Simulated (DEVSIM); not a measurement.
abrupt Si p-n junction

Structure: abrupt Si p-n junction, at 300 K.

| layer (left to right) | material | thickness (μm) | Nd (cm⁻³) | Na (cm⁻³) | τn (s) | τp (s) |
|---|---|---|---|---|---|---|
| 1 | Si | 2.80 | - | 6.2e16 | 9.2e-6 | 9.2e-6 |
| 2 | Si | 0.170 | 1.9e17 | - | 9.2e-6 | 9.2e-6 |

Left contact: ohmic. Right contact: ohmic. Voltage is applied to the left contact. Recombination: SRH at mid-gap, Auger. Mobility is μmin + (μ − μmin)/(1 + (N/Nref)^α).

This is a model device: material constants are rounded textbook-type values typed into the input, and sizes, dopings and lifetimes were drawn at random. Values at 300 K.

```csv
parameter,Si
gap (eV),1.124
affinity (eV),4.05
permittivity,11.7
Nc (cm⁻³),2.86e19
Nv (cm⁻³),3.1e19
μn (cm²/Vs),1417
μp (cm²/Vs),470
"μn,min",52
"μp,min",45
"Nref,n",9.7e16
"Nref,p",2.2e17
αn,0.68
αp,0.72
Cn (cm⁶/s),2.8e-31
Cp (cm⁶/s),9.9e-32
```

Simulated with DEVSIM: 1D drift-diffusion, Boltzmann statistics, complete ionisation; no tunnelling, impact ionisation, image-force lowering or self-heating.

```
Property                                            Result
---------------------------------------------  -----------
Potential step across the device at zero bias      0.834 V
Largest field in the device at zero bias       110000 V/cm
Dark forward voltage at 1 A/cm²                    0.605 V
Dark forward voltage at 100 A/cm²                  0.731 V
```

Dark forward current:

(V (V), J (A/cm²)): (0.05, 6.1e-10); (0.10, 4.1e-9); (0.15, 2.6e-8); (0.20, 1.7e-7); (0.25, 1.2e-6); (0.30, 7.9e-6); (0.35, 5.4e-5); (0.40, 0.00037); (0.45, 0.0026); (0.50, 0.017); (0.55, 0.12); (0.60, 0.82); (0.65, 5.6); (0.70, 36); (0.75, 190); (0.80, 690); (0.85, 1700); (0.90, 3500)

Small-signal capacitance in reverse bias (quasi-static):

| V (V) | C (nF/cm²) |
|---|---|
| -0.2 | 62.8 |
| -0.5 | 55.0 |
| -1 | 46.7 |
| -1.5 | 41.2 |
| -2 | 37.3 |
| -3 | 32.0 |
